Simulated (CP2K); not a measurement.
Input and output of a self-consistent single point for SrB₆ (P1, 7 atoms in the cell) (CP2K).

Method of the run: PBEsol, GPW, DZVP-MOLOPT-SR-GTH basis, GTH-PBE potentials (GTH_POTENTIALS) (CP2K 2026.2).

The change in words: atoms moved at random. Reference geometry:
```xyz
7
Lattice="4.1902 0.0000 0.0000 0.0000 4.1902 0.0000 0.0000 0.0000 4.1902" Properties=species:S:1:pos:R:3 pbc="T T T"
Sr     0.0000     0.0000     0.0000
B      0.8512     2.0951     2.0951
B      3.3390     2.0951     2.0951
B      2.0951     0.8512     2.0951
B      2.0951     3.3390     2.0951
B      2.0951     2.0951     0.8512
B      2.0951     2.0951     3.3390
```

Reference input (self-consistent single point, DFT PBEsol, GPW, DZVP-MOLOPT-SR-GTH basis, GTH-PBE potentials (GTH_POTENTIALS)): CUTOFF = 500 Ry; REL_CUTOFF = 60 Ry; SMEAR/METHOD = FERMI_DIRAC; ELECTRONIC_TEMPERATURE = 580.23 K; KPOINTS/SCHEME = MONKHORST-PACK 5 5 5; XC_FUNCTIONAL = PBE:PBESOL; Sr/BASIS_SET = DZVP-MOLOPT-SR-GTH-q10; Sr/POTENTIAL = GTH-PBE-q10; B/BASIS_SET = DZVP-MOLOPT-SR-GTH-q3; B/POTENTIAL = GTH-PBE-q3; METHOD = GPW; EPS_DEFAULT = 1e-10. This run's input differs from it in these lines:

```diff
@@ -72,9 +72,9 @@
       SCALED
-      Sr       0.00000000     0.00000000     0.00000000
-      B        0.20314000     0.50000000     0.50000000
-      B        0.79686000     0.50000000     0.50000000
-      B        0.50000000     0.20314000     0.50000000
-      B        0.50000000     0.79686000     0.50000000
-      B        0.50000000     0.50000000     0.20314000
-      B        0.50000000     0.50000000     0.79686000
+      Sr       0.00458500    -0.00946100     0.00202500
+      B        0.19678100     0.52175800     0.49669100
+      B        0.81671500     0.50166900     0.50714000
+      B        0.50523200     0.19537300     0.47903400
+      B        0.49264500     0.79869300     0.50087900
+      B        0.49064700     0.50018700     0.21518100
+      B        0.49339500     0.49178000     0.79905000
     &END COORD
```

Log, with long lists cut:

```
 SCF WAVEFUNCTION OPTIMIZATION

  Step     Update method      Time    Convergence         Total energy    Change
     1 NoMix/Diag. 0.30E+00      -     1.95378771       -48.6585610905 -4.87E+01
     2 Broy./Diag. 0.30E+00      -     0.16339896       -46.6076743664  2.05E+00
     3 Broy./Diag. 0.30E+00      -     0.14984598       -47.3652870089 -7.58E-01
     4 Broy./Diag. 0.30E+00      -     0.01886791       -47.6975078108 -3.32E-01
     5 Broy./Diag. 0.30E+00      -     0.01473144       -47.7068301242 -9.32E-03
     6 Broy./Diag. 0.30E+00      -     0.00466798       -47.7295512018 -2.27E-02
   [... 4 lines left out ...]
    11 Broy./Diag. 0.30E+00      -     0.00000938       -47.7238605168 -2.86E-05
    12 Broy./Diag. 0.30E+00      -     0.00000435       -47.7239019059 -4.14E-05
    13 Broy./Diag. 0.30E+00      -     0.00000179       -47.7239121642 -1.03E-05
    14 Broy./Diag. 0.30E+00      -     0.00000012       -47.7239127988 -6.35E-07
  *** SCF run converged in    14 steps ***

  Overlap energy of the core charge distribution:               0.00000220540207
  Self energy of the core charge distribution:                -95.12638218839476
  Core Hamiltonian energy:                                     25.16300576654372
  Hartree energy:                                              33.15030003720457
  Exchange-correlation energy:                                -10.91067301946504
  Electronic entropic energy:                                  -0.00016560015662
  Fermi energy:                                                 0.26258571259568

  Total energy:                                               -47.72391279876560
  Total energy (extrapolated to T->0):                        -47.72382999868729

   [... lines left out ...]

 STRESS| Analytical stress tensor [bar]
 STRESS|                        x                   y                   z
 STRESS|      x       -5.98622768089E+03   2.89219959817E+04  -1.31101777770E+04
 STRESS|      y        2.89219959817E+04   7.01398942956E+02  -1.33694539625E+04
 STRESS|      z       -1.31101777770E+04  -1.33694539625E+04   1.09604950913E+04
 STRESS| 1/3 Trace                                             1.89188878445E+03
```

The run converged in 14 iterations. Against the reference run the free energy goes up by 59.9 meV/atom, the pressure goes from 0.04 to 0.19 GPa and the largest force goes from 0.100 to 3.670 eV/Å.

The starting cell comes from a database of computed structures (which also holds hypothetical and non-ambient phases and stackings), without a prior relaxation at this level. For this run, on top of that: atoms moved at random. Values carry the incompleteness of an atom-centred basis. The potentials were made for another functional than the one used. Forces in this geometry exceed 1 eV/Å.

Cost on one core of a shared machine: roughly 30 s.
